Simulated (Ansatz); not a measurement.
**Carrier properties of La2O3 under load (space group P-3m1)**

Input:

```
La2O3
1.0
    3.88111     0.00000     0.00000
   -1.94055     3.36114     0.00000
    0.00000     0.00000     5.87863
La O
2 3
Direct
  0.66667   0.33333   0.75799
  0.33333   0.66667   0.24201
  0.66667   0.33333   0.35167
  0.33333   0.66667   0.64833
  0.00000   0.00000   0.00000
```

Calculation: PBEsol with spin-orbit coupling, rigid bands (plane waves, PAW; Ansatz, a first-principles code). Condition of this run: hydrostatic pressure 5 GPa (the target of the relaxation). How the cell was made: cell and atoms relaxed with PBEsol, then loaded as said.

The band gap comes out as 3.75 eV. The electron conductivity mass (300 K, dilute) is 1.97 (x), 1.97 (y), 1.14 (z) mₑ, the hole conductivity mass (300 K, dilute) comes out as 2.5 (x), 2.5 (y), 1.50 (z) mₑ and the effective density of states N_c (300 K) comes out as 1.2e20 cm⁻³. The effective density of states N_v (300 K) is 6.5e20 cm⁻³ and the density-of-states mass, electrons is 2.8 mₑ. The density-of-states mass, holes is 8.7 mₑ and the Seebeck coefficient, n-type 1e19 cm⁻³, 300 K is -453 μV/K. The Seebeck coefficient, p-type 1e19 cm⁻³, 300 K comes out as 546 μV/K.

Rigid bands; masses and Seebeck coefficients take one relaxation time τ for all states and one kind of carrier; polarons and phonon drag are left out.
